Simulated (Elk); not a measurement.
Input and output of a self-consistent single point for Sn (Im-3m, 1 atom in the cell) (Elk).

Method of the run: LDA (PW92), all-electron FP-LAPW, Elk's shipped species files, APW+lo basis with extra local orbitals in Elk.

```xyz
1
Lattice="-1.8890 1.8890 1.8890 1.8890 -1.8890 1.8890 1.8890 1.8890 -1.8890" Properties=species:S:1:pos:R:3 pbc="T T T"
Sn     0.0000     0.0000     0.0000
```

Reference input (self-consistent single point, DFT, LDA (PW92), all-electron FP-LAPW, Elk's shipped species files, APW+lo basis with extra local orbitals): xctype = 3; rgkmax = 8; stype = 3; swidth = 0.00367493 Ha; ngridk = 12 12 12; gmaxvr = 14 1/bohr; nxlo = 2; lorbcnd = true; lmaxi = 2. This run's input differs from it in these lines:

```diff
@@ -25,3 +25,3 @@
 swidth
-  0.00367493
+  0.00183747
 
@@ -42,3 +42,3 @@
 ngridk
-  12 12 12
+  20 20 20
```

The program printed (abridged):

```
│ Self-consistent loop started │
│ Loop number : 1 │
 total energy                :     -6176.56635079
│ Loop number : 2 │
 total energy                :     -6176.56891818
RMS change in Kohn-Sham potential (target) :   0.4219075947E-01 (  0.1000000000E-05)
Absolute change in total energy (target)   :   0.2567388442E-02 (  0.1000000000E-03)
│ Loop number : 3 │
 total energy                :     -6176.55408093
RMS change in Kohn-Sham potential (target) :   0.4196410730E-01 (  0.1000000000E-05)
Absolute change in total energy (target)   :   0.1419540277E-01 (  0.1000000000E-03)
│ Loop number : 4 │
   [... lines left out ...]
Absolute change in total energy (target)   :   0.1184393577E-02 (  0.1000000000E-03)
│ Loop number : 12 │
 total energy                :     -6173.76963656
RMS change in Kohn-Sham potential (target) :   0.6370104239E-07 (  0.1000000000E-05)
Absolute change in total energy (target)   :   0.2951299412E-03 (  0.1000000000E-03)
│ Loop number : 13 │
 total energy                :     -6173.76963825
RMS change in Kohn-Sham potential (target) :   0.5740770322E-08 (  0.1000000000E-05)
Absolute change in total energy (target)   :   0.7209014257E-04 (  0.1000000000E-03)
Convergence targets achieved

│ Loop number : 14 │

Energies :
 Fermi                       :     0.241242966212
 total energy                :     -6173.76963848

Density of states at Fermi energy :    19.67635158
 (states/Hartree/unit cell)

Estimated indirect band gap :   0.4109712133E-03
 from k-point    165 to k-point    238
Estimated direct band gap   :   0.5626671861E-03
 at k-point    250

Charges :
 core                        :    30.00000000
 valence                     :    20.00000000
 interstitial                :    1.927337119
 muffin-tins (core leakage)
  species :    1 (Sn)
   atom    1                 :    48.07266288     (  0.6778336646E-04)
 total in muffin-tins        :    48.07266288
 total calculated charge     :    49.99691877
 total charge                :    50.00000000
 error                       :   0.3081226153E-02

│ Self-consistent loop stopped │
```

The run converged in 14 iterations. The count includes the last loop, which Elk runs after its targets are met. Against the reference run the free energy rises by 8.8 meV/atom.

The starting cell comes from a database of computed structures (which also holds hypothetical and non-ambient phases and stackings), without a prior relaxation at this level. Its lattice was rescaled by up to half a per cent. Values depend on the basis (sphere radii, cutoffs, local orbitals), which need not be converged. The log's line on a gap gives a spacing of levels on this mesh, which the program prints for metals too.

Cost on one core of a shared machine: roughly 40 s.
